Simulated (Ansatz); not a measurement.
**SiO2: biaxial strain −0.60 %, plane normal [001], relaxed out of plane**

Take SiO2 in the rutile structure (space group P4_2/mnm, No. 136; a = 4.195 Å, c = 2.678 Å) as the base. Axes: x, y, z lie along a, b, c of the conventional cell.

One thing is altered: compressive biaxial strain of 0.60 % in the plane normal to [001], as in epitaxy on a mismatched substrate; the out-of-plane cell vector and the atoms relax.

All numbers come from plane-wave PAW DFT at the PBEsol level (Ansatz, a first-principles code, 420 eV), no SOC. k-mesh 8×8×12 (Γ-centred); smearing 0.05 eV (Fermi–Dirac).

* **Volume per atom**: 7.78 Å³ (base 7.85 Å³)
* **Space group**: P4_2/mnm (No. 136) (base P4_2/mnm (No. 136))
* **Band gap**: 5.46 eV (base 5.35 eV)
* **Gap character**: direct at Γ (base direct at Γ)
* **Width of the top valence band**: 2.70 eV (base 2.67 eV)
* **Electron mass**: 0.37 mₑ out of plane, 0.48 mₑ in plane (at Γ) (base 0.37 mₑ along c, 0.47 mₑ across (at Γ))
* **Hole mass**: 1.7 mₑ out of plane, 1.1 mₑ in plane (at Γ) (base 1.8 mₑ along c, 1.1 mₑ across (at Γ))
* **Valence-band top at Γ (three highest levels, from the VBM)**: 0.00, -0.88, -0.88 eV (base 0.00, -0.88, -0.88 eV)
* **Out-of-plane strain**: +0.32 %
* **Mean in-plane stress (compression positive)**: +3.2 GPa

Final structure (turned so that z lies along the plane normal):

```yaml
crystal:
  lattice:
    - [4.16934, 0.00000, 0.00000]
    - [0.00000, 4.16934, 0.00000]
    - [0.00000, 0.00000, 2.68700]
  atoms:
    - { symbol: Si, position: [0.00000, 0.00000, 0.00000] }
    - { symbol: Si, position: [0.50000, 0.50000, 0.50000] }
    - { symbol: O, position: [0.30549, 0.30549, 0.00000] }
    - { symbol: O, position: [0.80549, 0.19451, 0.50000] }
    - { symbol: O, position: [0.19451, 0.80549, 0.50000] }
    - { symbol: O, position: [0.69451, 0.69451, 0.00000] }
```

Cost of the whole job for the changed cell (relaxation, final SCF and bands): very roughly 27 core-seconds.

Masses are band curvatures over ±0.01 Å⁻¹ around the edge. No phonon test of stability was made.
